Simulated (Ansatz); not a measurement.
Interstitial N in metastable zinc-blende AlN, relaxed from 3 sites or starts (void with 4Al nearest; void with 4N nearest; split with N); at each charge the lowest end counts.

Level of theory: PBE, PAW (plane waves to 420 eV; Ansatz, a program for electronic structure). Cell and caveats: 64-site cell; 2×2×2 shifted k-points; host gap 3.31 eV; charged states image-corrected; corrections pass 1 eV, so highly charged states may be off by several tenths; flagged in the runs: for some of the defects a doubtful potential alignment, a strain field that reaches the edge of the cell.

```json
[
 {"charge": "+2", "neighbours at the lowest end (Å)": "N 1.22, Al 1.97, Al 1.97", "corrected energy + q E_VBM, against the first (eV)": "0.00"},
 {"charge": "+1", "neighbours at the lowest end (Å)": "N 1.28, Al 1.89, Al 1.89, Al 2.64, Al 2.64", "corrected energy + q E_VBM, against the first (eV)": "0.19"},
 {"charge": "0", "neighbours at the lowest end (Å)": "N 1.37, Al 1.88, Al 1.88, Al 1.97, N 2.72, N 2.72, N 2.79", "corrected energy + q E_VBM, against the first (eV)": "1.76"},
 {"charge": "−1", "neighbours at the lowest end (Å)": "N 1.50, Al 1.76, Al 1.92, Al 1.92, N 2.53, N 2.75, N 2.75", "corrected energy + q E_VBM, against the first (eV)": "3.92"}
]
```

Charges from +3 to −2 were run. The lines E(q) + q E_F give the stable charge, which changes above the valence-band maximum at (+2/+1) at 0.19 eV; (+1/0) at 1.57 eV; (0/−1) at 2.17 eV.
